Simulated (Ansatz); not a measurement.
The starting structures come from a database of crystals and need not be the phases stable at ambient conditions.

Given:

```yaml
crystal:
  lattice:
    - [3.86549, 0.00000, 0.00000]
    - [0.00000, 3.86549, 0.00000]
    - [0.00000, 0.00000, 5.45561]
  atoms:
    - { symbol: Al, position: [0.50000, 0.50000, 0.50000] }
    - { symbol: Ga, position: [0.00000, 0.00000, 0.00000] }
    - { symbol: P, position: [0.00000, 0.50000, 0.25039] }
    - { symbol: P, position: [0.50000, 0.00000, 0.74961] }
```

Space group of this cell: P-4m2. The cell is taken as given.

These are PBEsol (plane waves, PAW; Ansatz, a first-principles code) values and carry that method's errors.

The current runs along the normal of the first two printed vectors; no spin-orbit coupling. Scaled by the factor s: all lengths (ions clamped). Meshes 8×8×6 and 8×8 across the current in all rows.

```
s     mean pressure (GPa)  band gap (eV)
----  -------------------  -------------
0.98                  5.5           1.36
1.00                 -0.3           1.49
1.02                 -4.7              ?
```

Q: Take the slope of the band gap against ln s from the two given rows, extrapolate to s = 1.02, and say what the run there gives.

A: Slope = (1.36 − 1.49) / ln 0.98 = 6.43 eV. The line gives 1.49 + (6.43) × ln 1.02 = 1.62 eV. The run gives 1.47 eV, 0.15 eV under the line, 116 % of the predicted step.
